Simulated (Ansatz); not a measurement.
# Effect of pressure 4.5 GPa on InP

The reference is InP in the zinc blende structure (space group F-43m, No. 216; a = 5.9595 Å).

It is then changed as follows: a hydrostatic pressure of 4.5 GPa.

The values are results of DFT with PBE, PAW potentials and a 420 eV plane-wave cutoff in Ansatz (a quantum-chemistry and plane-wave program), without spin-orbit coupling, not measurements. Settings: 10×10×10 k-points, 0.05 eV Fermi–Dirac smearing.

```json
[
 {"quantity": "density", "base": "4.58 g/cm³", "changed": "4.88 g/cm³", "shift": "+0.307 g/cm³"},
 {"quantity": "lattice parameter a", "base": "5.960 Å", "changed": "5.832 Å", "shift": "-0.128 Å"},
 {"quantity": "shortest interatomic distance", "base": "2.581 Å", "changed": "2.525 Å", "shift": "-0.0553 Å"},
 {"quantity": "enthalpy H = E + PV relative to the base's energy", "base": "–", "changed": "+0.72 eV/atom", "shift": "–"},
 {"quantity": "band gap", "base": "0.44 eV", "changed": "0.80 eV", "shift": "+0.355 eV"},
 {"quantity": "gap character", "base": "direct at Γ", "changed": "direct at Γ", "shift": "–"},
 {"quantity": "mean gap deformation potential ΔEg/Δln V", "base": "–", "changed": "-5.5 eV", "shift": "–"},
 {"quantity": "width of the top valence band", "base": "2.69 eV", "changed": "2.98 eV", "shift": "+0.29 eV"},
 {"quantity": "electron mass", "base": "0.037 mₑ (at Γ)", "changed": "0.062 mₑ (at Γ)", "shift": "–"},
 {"quantity": "hole mass (degenerate bands, along [100])", "base": "0.037, 0.46, 0.46 mₑ (at Γ)", "changed": "0.062, 0.43, 0.43 mₑ (at Γ)", "shift": "–"},
 {"quantity": "valley order (the lowest conduction-band minima on the path, energy above the VBM, named in the base's zone)", "base": "Γ 0.44 eV; L along ⟨111⟩ 1.38 eV; X along ⟨100⟩ 1.85 eV", "changed": "Γ 0.80 eV; L along ⟨111⟩ 1.54 eV; X along ⟨100⟩ 1.74 eV", "shift": "–"}
]
```

Final structure:

```
InP
1.0
    0.00000     2.91590     2.91590
    2.91590     0.00000     2.91590
    2.91590     2.91590     0.00000
In P
1 1
Direct
  0.00000   0.00000   0.00000
  0.25000   0.25000   0.25000
```

Load acts through the strain it causes; cell and atoms are relaxed under it. Effective masses come from finite differences of ±0.01 Å⁻¹. No phonon test of stability was made. Tetrahedral semiconductors of this kind turn to denser phases somewhere between about 1 and 50 GPa; those were not computed, so compressed cells here can lie past the real transition.
